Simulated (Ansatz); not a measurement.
```xyz
12
Lattice="17.5000 0.0000 0.0000 0.0000 16.5000 0.0000 0.0000 0.0000 4.3415" Properties=species:S:1:pos:R:3 pbc="T T T"
W     10.3366     8.2500     0.0000
W      7.9567     9.6241     0.0000
W      7.9567     6.8759     0.0000
W      7.1634     8.2500     2.1708
W      9.5433     6.8759     2.1708
W      9.5433     9.6241     2.1708
S      5.8573     8.2500     0.0000
S     10.1963     5.7449     0.0000
S     10.1963    10.7551     0.0000
S     11.6427     8.2500     2.1708
S      7.3037    10.7551     2.1708
S      7.3037     5.7449     2.1708
```

Level of theory: PBE+D3(BJ) (plane waves to 420 eV, PAW; Ansatz, a program for electronic structure). Mesh 1×1×68. No spin polarisation, so a magnetic state wasn't tested. Isolated but for its images some 11 Å away. A model structure. Only distortions within the start's symmetry and period were free. Values not marked SOC lack spin–orbit coupling. Buckling under compression is shut out by symmetry and the short period.

**Question.** Say what this body is, and give its properties.

**Answer.** W6S6 chain. A hypothetical model.
```
Item                                                                                                                Result
--------------------------------------------------------------------  ----------------------------------------------------
largest distance between nuclei across the axis                                                                     5.79 Å
PBE gap                                                                                               none (under 0.01 eV)
crossings of the Fermi level between Γ and the zone edge (49 points)  4, each for both spins (ideal conductance 4 × 2e²/h)
work function (PBE)                                                                                                5.43 eV
axial stiffness dF/dε                                                                                               231 nN
```
